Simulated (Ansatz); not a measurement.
Consider HgS in the zinc blende structure (space group F-43m, No. 216).

```yaml
crystal:
  lattice:
    - [0.00000, 2.93799, 2.93799]
    - [2.93799, 0.00000, 2.93799]
    - [2.93799, 2.93799, 0.00000]
  atoms:
    - { symbol: Hg, position: [0.00000, 0.00000, 0.00000] }
    - { symbol: S, position: [0.75000, 0.75000, 0.75000] }
```

Cartesian axes are those of the cell as printed.

Calculations: DFT with PBEsol, PAW potentials and a 420 eV plane-wave cutoff in Ansatz (a first-principles code), spin-orbit coupling left out, earlier PAW set.

Base values:

The shortest interatomic distance comes out as 2.544 Å and the band gap is zero.

It is then changed as follows: a free-standing slab of 4 layers (8 atoms, 2 a layer) is cut normal to [110], with 15 Å of vacuum and the in-plane cell held at bulk.

Question: How does this affect the excess energy per area of both faces?

Answer: The excess energy per area of both faces (slab less bulk energy over the cell's area: twice a surface energy) amounts to 0.45 J/m² (uncertain by up to 0.05 J/m²).

Question: Predict the new valence-band top at Γ.

Answer: The valence-band top at Γ (three highest levels, from the VBM) comes out as 0.00, -0.23, -0.60 eV.

Question: Estimate the effect on the shortest interatomic distance.

Answer: The shortest interatomic distance falls by 0.0728 Å, from 2.544 Å to 2.472 Å.

Question: What happens to the gap character?

Answer: The gap character comes out as direct at Γ.

Question: What does the calculation give for the band gap after the change?

Answer: The band gap becomes 0.70 eV (base: zero).

Slab and bulk use different k-meshes, which limits the precision of the excess energy. With Hg present, leaving out spin-orbit coupling can change the band edges. Whether these cells are dynamically stable was not tested. All final runs are without spin polarisation. The zero or small gap of HgS can change with the level of theory. Labels are those of the standard path for the cell's own space group.
